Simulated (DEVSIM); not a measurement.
**abrupt Si p-n junction**

Device: abrupt Si p-n junction, at 300 K.

```csv
layer (left to right),material,thickness (μm),Nd (cm⁻³),Na (cm⁻³),τn (s),τp (s)
1,Si,37.0,-,1.7e17,0.00099,0.00099
2,Si,20.0,1.3e17,-,0.00099,0.00099
```

Left contact: ohmic. Right contact: ohmic. Voltage is applied to the left contact. Recombination: SRH at mid-gap, radiative, Auger. Mobility is constant in doping.

This is a model device: material constants are rounded textbook-type values typed into the input, and sizes, dopings and lifetimes were drawn at random. Values at 300 K.

```tsv
parameter	Si
gap (eV)	1.124
affinity (eV)	4.05
permittivity	11.7
Nc (cm⁻³)	2.86e19
Nv (cm⁻³)	3.1e19
μn (cm²/Vs)	1417
μp (cm²/Vs)	470
B (cm³/s)	4.7e-15
Cn (cm⁶/s)	2.8e-31
Cp (cm⁶/s)	9.9e-32
```

Simulated with DEVSIM: 1D drift-diffusion, Boltzmann statistics, complete ionisation; no tunnelling, impact ionisation, image-force lowering or self-heating.

```json
{
  "potential_step_across_the_device_at_zero_bias": "0.850 V",
  "largest_field_in_the_device_at_zero_bias": "130000 V/cm",
  "Dark forward voltage at 1 A/cm²": "0.697 V",
  "Dark forward voltage at 100 A/cm²": "0.831 V"
}
```

Small-signal capacitance in reverse bias (quasi-static):

```tsv
V (V)	C (nF/cm²)
-0.1	82.5
-0.25	76.4
-0.5	68.6
-0.75	62.8
-1	58.3
-1.5	51.6
```

Dark forward current:

```json
[
 {"V (V)": "0.10", "J (A/cm²)": "9.6e-11"},
 {"V (V)": "0.20", "J (A/cm²)": "4.5e-9"},
 {"V (V)": "0.25", "J (A/cm²)": "3.1e-8"},
 {"V (V)": "0.30", "J (A/cm²)": "2.2e-7"},
 {"V (V)": "0.35", "J (A/cm²)": "1.5e-6"},
 {"V (V)": "0.40", "J (A/cm²)": "1.0e-5"},
 {"V (V)": "0.45", "J (A/cm²)": "7.1e-5"},
 {"V (V)": "0.50", "J (A/cm²)": "0.00049"},
 {"V (V)": "0.55", "J (A/cm²)": "0.0034"},
 {"V (V)": "0.60", "J (A/cm²)": "0.024"},
 {"V (V)": "0.65", "J (A/cm²)": "0.16"},
 {"V (V)": "0.70", "J (A/cm²)": "1.1"},
 {"V (V)": "0.75", "J (A/cm²)": "7.4"},
 {"V (V)": "0.80", "J (A/cm²)": "42"},
 {"V (V)": "0.85", "J (A/cm²)": "170"},
 {"V (V)": "0.90", "J (A/cm²)": "440"},
 {"V (V)": "0.95", "J (A/cm²)": "880"},
 {"V (V)": "1.00", "J (A/cm²)": "1500"},
 {"V (V)": "1.05", "J (A/cm²)": "2300"}
]
```
